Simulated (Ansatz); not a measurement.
Take ZrO2 in the fluorite structure (space group Fm-3m, No. 225) as the base.

ZrO2 is modelled in the cubic space group Fm-3m (No. 225), the fluorite structure, Pearson symbol cF12. Lattice parameters: a = b = c = 5.1159 Å, α = β = γ = 90.00°. Zr on 4a is coordinated by 8 O at 2.215 Å (cubic). O on 8c has 4 Zr at 2.215 Å (tetrahedral). (Neighbours: up to the widest gap in distance over summed covalent radii, below 1.35, at either atom; cation-cation and far metal-metal contacts left out.)
(The calculation used a cell of 3 atoms; values per cell refer to that cell.)

Computed with PBE (Ansatz, a quantum-chemistry and plane-wave program, PAW, scalar-relativistic without spin-orbit coupling).

One change was made to it. Results:

```json
[
 {"quantity": "valley order (the lowest conduction-band minima on the path, energy above the VBM, named in the base's zone)", "base": "Γ 3.32 eV; X along ⟨100⟩ 3.75 eV; a point along ⟨110⟩, about 0.8 Å⁻¹ from Γ 3.75 eV; L along ⟨111⟩ 3.94 eV", "after": "Γ 3.40 eV; X along ⟨100⟩ 3.85 eV; a point along ⟨110⟩, about 0.8 Å⁻¹ from Γ 3.86 eV; L along ⟨111⟩ 4.05 eV"},
 {"quantity": "volume per atom", "base": "11.16 Å³", "after": "10.83 Å³"},
 {"quantity": "smallest direct gap", "base": "3.75 eV", "after": "3.85 eV"},
 {"quantity": "width of the top valence band", "base": "1.63 eV", "after": "1.65 eV"}
]
```

**Question.** Which change produced these results?
(A) pressure 0.3 GPa
(B) pressure −1 GPa
(C) pressure 7.5 GPa

**Answer.** C, pressure 7.5 GPa. For comparison, the valley order in the other runs: pressure 0.3 GPa gives Γ 3.32 eV; X along ⟨100⟩ 3.75 eV; a point along ⟨110⟩, about 0.8 Å⁻¹ from Γ 3.76 eV; L along ⟨111⟩ 3.94 eV; pressure −1 GPa gives Γ 3.31 eV; X along ⟨100⟩ 3.73 eV; a point along ⟨110⟩, about 0.8 Å⁻¹ from Γ 3.74 eV; L along ⟨111⟩ 3.92 eV.

Load acts through the strain it causes; cell and atoms are relaxed under it. No phonon test of stability was made. No other phases were tried under pressure. This is not the structure that ZrO2 has at room temperature and ambient pressure.
